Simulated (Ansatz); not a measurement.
Cubic perovskite KMgF₃, treated with G0W0@PBEsol in Ansatz (plane waves, hard PAW, contour deformation).

The same calculation (at the measured cell, 12.701 Å³/atom) with different numerical settings; throughout: k mesh 2×2×2:

```
run  response cutoff (eV)  empty bands  quasiparticle gap on the mesh (eV)  quasiparticle gap at Γ (eV)   rough time
---  --------------------  -----------  ----------------------------------  ---------------------------  -----------
1                     100          265                              11.130                       11.466    40 core-s
2                     150          487                              11.278                       11.615    70 core-s
3                     200          749                              11.419                       11.758   3 core-min
4                     250         1047                              11.513                       11.851   7 core-min
5                     300         1377                              11.582                       11.920  10 core-min
6                     400         2119                                 [?]                          [?]  60 core-min
```

Problem. Fill in the missing entries.

Solution. 
- 6, quasiparticle gap on the mesh (eV): 11.668
- 6, quasiparticle gap at Γ (eV): 12.005

In the column quasiparticle gap at Γ (eV) the first row differs from the last by -0.539 and the next to last by -0.085.

The last row is no converged limit: other settings stay fixed.

Ansatz is an electronic-structure program.
